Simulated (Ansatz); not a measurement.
Density of states of Si (Fd-3m) above the conduction band minimum, PBEsol, rigid bands (Ansatz, a program for electronic structure); cell volume 40.1 Å³.

```tsv
energy from edge (eV)	10⁻³ states/eV/cell
0.006	22.4
0.031	55.4
0.056	77.2
0.081	96.4
0.106	117
0.131	146
0.156	179
0.181	204
0.206	224
0.231	243
0.256	263
0.281	279
0.319	304
0.344	320
0.369	335
0.394	350
0.419	364
0.444	378
0.469	391
0.494	407
0.519	421
0.544	432
0.569	447
0.594	458
```

**Question.** What effective density of states at 300 K does this give (∫ g(E) exp(−E/k_BT) dE, both spins, divided by the cell's size)?

**Answer.** 2.9e19 cm⁻³, a density-of-states mass of 1.11 mₑ, valleys and band degeneracy included.

Spin-orbit coupling is left out. Geometry: cell and atoms relaxed with PBEsol.
